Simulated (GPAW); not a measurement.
**Input and output of a self-consistent single point for Al (Fm-3m, 1 atom in the cell) (GPAW)**

Computed with PBEsol, GPAW PAW datasets PBEsol (made by gpaw-setup) (plane waves; GPAW).

This input was run:

```python
from ase import Atoms
from ase.units import GPa
from gpaw import GPAW, PW

atoms = Atoms(['Al'],
              cell=[[0.000000, 2.031075, 2.031075],
                    [2.031075, 0.000000, 2.031075],
                    [2.031075, 2.031075, 0.000000]],
              positions=[[0.000000, 0.000000, 0.000000]],
              pbc=True)

calc = GPAW(mode=PW(550),
            xc='PBEsol',
            kpts=(7, 7, 7),
            occupations={'name': 'methfessel-paxton', 'width': 0.1, 'order': 0},
            nbands=-7,
            symmetry={'symmorphic': False, 'tolerance': 0.0005},
            maxiter=150,
            txt='-')

atoms.calc = calc

energy = atoms.get_potential_energy()
print('Energy (eV):', round(energy, 6))
forces = atoms.get_forces()
print('Forces (eV/Ang):')
print(forces.round(5))
stress = atoms.get_stress()
print('Stress (GPa, Voigt):', (stress / GPa).round(4))
```

Output (repeated stretches shortened):

```
Input parameters:
  kpts: [7 7 7]
  maxiter: 150
  mode: {ecut: 550.0,
         name: pw}
  nbands: -7
  occupations: {name: methfessel-paxton,
                order: 0,
                width: 0.1}
  symmetry: {symmorphic: False,
             tolerance: 0.0005}
  xc: PBEsol

species:
  Al:
    name: Aluminium
    Z: 13.0
    valence: 3
    core: 10
    charge: 0.0
    file: Al.PBEsol.gz

    # Using partial waves for Al as LCAO basis

Reference energy: -6590.127727  # eV

Spin-paired calculation

Convergence criteria:
 Maximum [total energy] change in last 3 cyles: 0.0005 eV / valence electron
 Maximum integral of absolute [dens]ity change: 0.0001 electrons / valence electron
 Maximum integral of absolute [eigenst]ate change: 4e-08 eV^2 / valence electron
 Maximum number of scf [iter]ations: 150

Symmetries present (total): 48
Symmetries with fractional translations: 0
343 k-points: 7 x 7 x 7 Monkhorst-Pack grid
20 k-points in the irreducible part of the Brillouin zone
       k-points in crystal coordinates                weights
   0:     0.00000000    0.00000000    0.00000000          1/343
   1:     0.14285714    0.14285714    0.00000000          6/343
   2:     0.14285714    0.14285714    0.14285714          8/343
   [... 7 lines left out ...]
          ...
  19:     0.42857143    0.42857143    0.42857143          8/343

Wave functions: Plane wave expansion
  Cutoff energy: 550.000 eV
  Number of coefficients (min, max): 482, 531
  Pulay-stress correction: 0.000000 eV/Ang^3 (de/decut=0.000000)

Occupation numbers: Methfessel-Paxton:
  width: 0.1000  # eV
  order: 0

Eigensolver

Densities:
  Coarse grid: 16*16*16 grid
  Fine grid: 32*32*32 grid
  Total Charge: 0.000000

Density mixing:
  Method: separate
  Backend: pulay
  Linear mixing parameter: 0.05
  old densities: 5
  Damping of long wavelength oscillations: 50

Hamiltonian:
  XC and Coulomb potentials evaluated on a 32*32*32 grid
  External potential:
    NoExternalPotential

XC parameters: PBEsol with 2 nearest neighbor stencil

Number of atoms: 1
Number of atomic orbitals: 4
Number of bands in calculation: 8
Number of valence electrons: 3
Bands to converge: occupied

Density initialized from atomic densities
  4 bands from LCAO basis set
  4 bands from random numbers

Atomic positions and initial magnetic moments

Positions:
   0 Al     0.000000    0.000000    0.000000    ( 0.0000,  0.0000,  0.0000)

Unit cell:
           periodic     x           y           z      points  spacing
  1. axis:    yes    0.000000    2.031075    2.031075    16     0.1466
  2. axis:    yes    2.031075    0.000000    2.031075    16     0.1466
  3. axis:    yes    2.031075    2.031075    0.000000    16     0.1466

  Lengths:   2.872374   2.872374   2.872374
  Angles:   60.000000  60.000000  60.000000

Effective grid spacing dv^(1/3) = 0.1599

     iter     time        total  log10-change:
                         energy   eigst   dens
iter:   1 --:--:--    -4.130412
iter:   2 --:--:--    -4.130245   -3.01  -0.93
iter:   3 --:--:--    -4.125894   -2.91  -0.96
iter:   4 --:--:--    -4.125656   -5.02  -2.02
iter:   5 --:--:--    -4.125718c  -5.27  -2.42
iter:   6 --:--:--    -4.125733c  -6.21  -2.76
iter:   7 --:--:--    -4.125737c  -6.47  -3.29
iter:   8 --:--:--    -4.125736c  -7.57c -3.07
iter:   9 --:--:--    -4.125736c -10.02c -5.00c

Converged after 9 iterations.

Dipole moment: (-0.000000, -0.000000, -0.000000) |e|*Ang

Energy contributions relative to reference atoms: (reference = -6590.127727)

Kinetic:         +3.396351
Potential:       -1.636950
External:        +0.000000
XC:              -5.876630
Entropy (-ST):   -0.004003
Local:           -0.006505
SIC:             +0.000000
--------------------------
Free energy:     -4.127737
Extrapolated:    -4.125736

Showing only first 2 kpts
 Kpt  Band  Eigenvalues  Occupancy
  0     0     -4.06964    2.00000
  0     1     19.49178    0.00000
  0     2     19.49178    0.00000

  1     0     -3.33914    2.00000
  1     1     16.36387    0.00000
  1     2     16.36387    0.00000

Fermi level: 7.07466

No gap
No difference between direct/indirect transitions
Energy (eV): -4.125736

Forces in eV/Ang:
  0 Al    0.00000    0.00000    0.00000

Stress tensor:
     0.018295    -0.000000    -0.000000
    -0.000000     0.018295    -0.000000
    -0.000000    -0.000000     0.018295
Stress (GPa, Voigt): [ 2.9312  2.9312  2.9312 -0.     -0.     -0.    ]
```

The run converged in 9 iterations. GPAW prints stress with tension positive.

The starting cell has typed, rounded lattice constants, without a prior relaxation at this level. Its lattice was rescaled by up to half a per cent.
